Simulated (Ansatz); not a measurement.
Pressure series in MgO

Base system: MgO in the rock salt structure (space group Fm-3m, No. 225; a = 4.214 Å).

Cell and atoms are relaxed at each pressure.

All numbers come from PBEsol, PAW, 420 eV (Ansatz, a first-principles code; no spin-orbit coupling).

Two rows of this table had their results exchanged by mistake.

```csv
pressure,volume per atom (Å³),shortest distance (Å),band gap
pressure −2 GPa,9.48,2.116,4.50 eV
pressure −1 GPa,9.42,2.112,4.56 eV
pressure 0.9 GPa,9.30,2.103,4.67 eV
pressure 2.1 GPa,9.23,2.098,4.75 eV
pressure 4.5 GPa,9.11,2.088,4.88 eV
pressure 9 GPa,8.35,2.029,5.79 eV
pressure 15 GPa,8.63,2.051,5.43 eV
pressure 22.5 GPa,8.89,2.071,5.13 eV
pressure 30 GPa,8.12,2.010,6.11 eV
```

Question: Which two?

Answer: The rows for pressure 9 GPa and pressure 22.5 GPa: the volume has to fall steadily with pressure, so 8.89 Å³ belongs to pressure 9 GPa and 8.35 Å³ to pressure 22.5 GPa.

Load acts through the strain it causes; cell and atoms are relaxed under it. No phonon test of stability was made. Competing high-pressure phases were not computed.
